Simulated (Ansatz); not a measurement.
Data:

```
CELL_PARAMETERS angstrom
     -3.19185     3.19185     6.33505
      3.19185    -3.19185     6.33505
      3.19185     3.19185    -6.33505
ATOMIC_POSITIONS crystal
  In 0.50000 0.50000 0.00000
  In 0.25000 0.75000 0.50000
  Te 0.37500 0.36579 0.49079
  Te 0.63421 0.12500 0.00921
  Te 0.87500 0.88421 0.50921
  Te 0.11579 0.62500 0.99079
  Ag 0.00000 0.00000 0.00000
  Ag 0.75000 0.25000 0.50000
```

No spin polarisation.

The values are results of PBEsol (Ansatz, an electronic-structure program; PAW; 420 eV plane waves; spin-orbit coupling left out), not measurements. Settings: 7×7×7 k-points, 0.05 eV Fermi–Dirac smearing.

Question: Predict the band gap.

Answer: 0.13 eV.

Question: Predict the valence-band top at Γ (three highest levels, from the VBM).

Answer: 0.00, -0.07, -0.07 eV.

Question: What space group does the calculation give?

Answer: I-42d (No. 122).

Spin-orbit coupling, missing from the scalar runs, can matter with Te. The cells carry an imposed strain or load. Stability against distortions was not tested. The cell was made from InAgTe$_{2}$ in the chalcopyrite structure (space group I-42d, No. 122) by this change: isotropic strain −0.75 %. The zero or small gap of InAgTe2 can change with the level of theory.
